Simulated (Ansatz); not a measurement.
# (Ca,Ba)F2: Ba$_{7}$CaF$_{16}$

A 24-atom cell of (Ca,Ba)F2 started in the fluorite structure, site fractions Ca 0.125, Ba 0.875, short-range order -0.14 among the nearest mixed sites of the first mixed sublattice (0 is random, a negative value favours unlike neighbours), space group Fm-3m at the end, an ordered arrangement that its symmetry holds.

Computed with r2SCAN (plane waves to 500 eV, PAW; Ansatz, an electronic-structure program). Scalar-relativistic, without spin–orbit coupling. Its k-point mesh 4×4×4, Fermi–Dirac width 0.01 eV.

The volume per atom is 18.97 Å³ and the Ba–F bonds (within 1.22 times the sum of covalent radii) is 2.668 Å on average, from 2.638 to 2.699 (56). The Ca–F bonds (within 1.22 times the sum of covalent radii) comes out as 2.491 Å on average, from 2.491 to 2.491 (8).

```
Ba7CaF16
1.0
    0.00000     6.10608     6.10608
    6.10608     0.00000     6.10608
    6.10608     6.10608     0.00000
Ca Ba F
1 7 16
Direct
  0.00000   0.00000   0.00000
  0.00000   0.00000   0.50000
  0.00000   0.50000   0.00000
  0.00000   0.50000   0.50000
  0.50000   0.00000   0.00000
  0.50000   0.00000   0.50000
  0.50000   0.50000   0.00000
  0.50000   0.50000   0.50000
  0.37420   0.37420   0.37420
  0.37420   0.37420   0.87740
  0.37420   0.87740   0.37420
  0.35329   0.88224   0.88224
  0.87740   0.37420   0.37420
  0.88224   0.35329   0.88224
  0.88224   0.88224   0.35329
  0.88224   0.88224   0.88224
  0.11776   0.11776   0.11776
  0.11776   0.11776   0.64671
  0.11776   0.64671   0.11776
  0.12260   0.62580   0.62580
  0.64671   0.11776   0.11776
  0.62580   0.12260   0.62580
  0.62580   0.62580   0.12260
  0.62580   0.62580   0.62580
```
